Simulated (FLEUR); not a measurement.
## Short convergence ladders for FeAl (P4mm, 2 atoms in the cell)

```xyz
2
Lattice="2.9187 0.0000 0.0000 0.0000 2.9187 0.0000 0.0000 0.0000 2.9187" Properties=species:S:1:pos:R:3 pbc="T T T"
Al     1.4594     1.4594     1.5094
Fe     0.0000     0.0000     0.0000
```

Base method: LDA (Perdew-Zunger), all-electron FLAPW (FLEUR), scalar-relativistic valence.

Base settings: Kmax = 4 1/bohr; GmaxXC = 20 1/bohr; xcFunctional = pz; jspins = 1; l_soc = F; mode = hist; fermiSmearingEnergy = 0.00367493 Htr; mesh (inpgen div1-3) = 5 5 5; inpgen gamma flag = false; Gmax = 20 1/bohr.

**Shifted k-point meshes**

Only quantities that move along the ladder and can be compared are tabulated.

```csv
kpt_div,free energy less the last step's (meV/atom)
6 6 6,5.12
10 10 10,-0.25
16 16 16,-0.18
24 24 24,0.00
```

Coarsest kpt_div that holds the free energy within 0.5 meV/atom of the last step, with all finer ones: 10 10 10; the step before is off by 5.1 meV/atom.

**The k-point mesh at a smearing width of 0.05 eV**

In this ladder: fermiSmearingEnergy = 0.00183747 Htr. Moved along: kpt_gamma.

The second cell is the first with its lattice scaled by 0.98.

Only quantities that move along the ladder and can be compared are tabulated.

| kpt_div | free energy less the last step's (meV/atom) | energy of the compressed cell less the first (meV/atom) |
|---|---|---|
| 4 4 4 | -48.38 | -67.66 |
| 6 6 6 | -3.00 | -63.73 |
| 8 8 8 | 8.99 | -61.94 |
| 12 12 12 | -1.41 | -63.23 |
| 15 15 15 | 0.00 | -62.97 |

Coarsest kpt_div that holds the free energy within 5 meV/atom of the last step, with all finer ones: 12 12 12; the step before is off by 9.0 meV/atom.

Coarsest kpt_div that holds the energy of the compressed cell less the first within 2 meV/atom of the last step, with all finer ones: 6 6 6; the step before is off by 4.7 meV/atom.

On the base run: the starting cell has typed, rounded lattice constants, without a prior relaxation at this level. Its lattice was rescaled by up to half a per cent. One atom was moved a little off its site on purpose. Spin polarisation is off. Values depend on the basis (sphere radii, cutoffs, local orbitals), which need not be converged.

Left out of this page: 1 run of the series failed or unconverged.
